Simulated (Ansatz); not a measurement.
The reference is MgS in the rock salt structure (space group Fm-3m, No. 225; a = 5.182 Å).

The change: a hydrostatic pressure of 1.5 GPa.

Levels (all Ansatz, a program for electronic structure, PAW): PBEsol (420 eV, scalar-relativistic without spin-orbit coupling); PBEsol+SOC (420 eV, with spin-orbit coupling).

The geometry is relaxed with PBEsol.

| Quantity | Result |
|---|---|
| PBEsol lowest conduction level above the VBM at special points | X 2.76 eV; Γ 3.84 eV; U 3.85 eV; K 3.85 eV |
| PBEsol pressure | 15.0 kbar |
| PBEsol smallest direct gap | 3.84 eV |

What does PBEsol+SOC give at this geometry for the lowest conduction level above the VBM at special points, pressure and smallest direct gap?

The lowest conduction level above the VBM at special points changes from X 2.76 eV; Γ 3.84 eV; U 3.85 eV; K 3.85 eV to X 2.73 eV; Γ 3.81 eV; U 3.82 eV; K 3.82 eV; the pressure is still 15.0 kbar; the smallest direct gap decreases by 0.03 eV to 3.81 eV. The threefold valence maximum splits by Δso ≈ 0.10 eV.

Single points use the geometry relaxed with PBEsol. The spin-orbit shifts are approximate. Load acts through the strain it causes; cell and atoms are relaxed under it. Whether these cells are dynamically stable was not tested.
